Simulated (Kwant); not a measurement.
System: circular cavity between two wires in a GaAs two-dimensional gas. Effective mass 0.067 mₑ, grid spacing 8.3 nm, hard walls, nominal width 100 nm (13 grid rows, so walls 116.2 nm apart), one parabolic valley, scattering region 700 nm long along x; energies count from the band bottom; Fermi energy swept from 0.00044899 to 0.0067349 eV. Cavity of radius 150 nm, straight part 0 nm, centre moved sideways by 0 nm.

Constants are typed, rounded textbook-type inputs, not results; the design itself was drawn at random and stands for no fabricated device.

Model: effective-mass tight-binding model on a square grid, one spin, coherent transport at 0 K (Kwant). Conductance is in e²/h.

**Question.** How many channels do the leads carry at E = 2.09, 4.46 meV?

**Answer.** The hard-wall thresholds are n² ħ²π²/(2mW²) = n² × 0.416 meV with W = 116.2 nm. √(2.09/0.416) = 2.24, so 2. √(4.46/0.416) = 3.28, so 3.
